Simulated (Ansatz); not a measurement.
We consider Zr2AlN (P6₃/mmc, No. 194, 8 atoms in the cell; start mp-4678), described by LDA (plane waves, PAW; Ansatz, a quantum-chemistry and plane-wave program).

Numerical settings: plane-wave cutoff 520 eV, 18×18×4 k mesh (along the axes of the cell as run), Fermi–Dirac smearing 0.05 eV, scalar-relativistic PAW data made under PBE.

Cell (relaxed at this level):

```
AlZr2N
1.0
    3.20236     0.00000     0.00000
   -1.60118     2.77332     0.00000
    0.00000     0.00000    14.20198
Zr Al N
4 2 2
Cartesian
  1.60118   0.92444   8.35393
  0.00000   1.84888   5.84805
  0.00000   1.84888   1.25294
  1.60118   0.92444  12.94904
  1.60118   0.92444   3.55049
  0.00000   1.84888  10.65148
  0.00000   0.00000   7.10099
  0.00000   0.00000   0.00000
```

Task: Predict the bulk modulus B0.

Result: 
bulk modulus B0: 158 GPa

The run finds no gap.

Note: the bulk modulus is −V dP/dV from two relaxed cells at ±2 % in volume; the relaxation could not lower the start's symmetry, so the cell can be a saddle point above a distorted one.

Computed values are for the static lattice.

Computing time: about 9 core-minutes (a rough figure).

A start named mp-… is a Materials Project structure, which need not be a measured phase.
